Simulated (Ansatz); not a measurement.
The reference is ZrSe$_{2}$ in the CdI2 type structure (space group P-3m1, No. 164; a = 3.7351 Å, c = 6.0315 Å; layered, stacked along the Cartesian z axis). Axes: x lies along a and z along c of the hexagonal cell.

Level of theory: PBE-D3(BJ) in Ansatz (plane waves to 420 eV, PAW, no spin-orbit coupling).

Before the change:

| Property | Result |
|---|---|
| Smallest direct gap | 0.95 eV |
| Pressure | 0.0 GPa |

Perturbation: tensile biaxial strain of 2.50 % in the plane normal to [001], as in epitaxy on a mismatched substrate; the out-of-plane cell vector and the atoms relax.

What does the calculation give for the smallest direct gap after the change?

The smallest direct gap shrinks by 0.17 eV (0.95 eV → 0.78 eV).

How does this affect the pressure?

The pressure (mean of the normal stresses, compression positive) goes from zero to -2.0 GPa.

No phonon test of stability was made. All final runs are without spin polarisation. Gaps under 0.05 eV, about the width of the smearing, are given as zero. The zero or small gap of ZrSe2 can change with the level of theory.

Ansatz is an electronic-structure program.
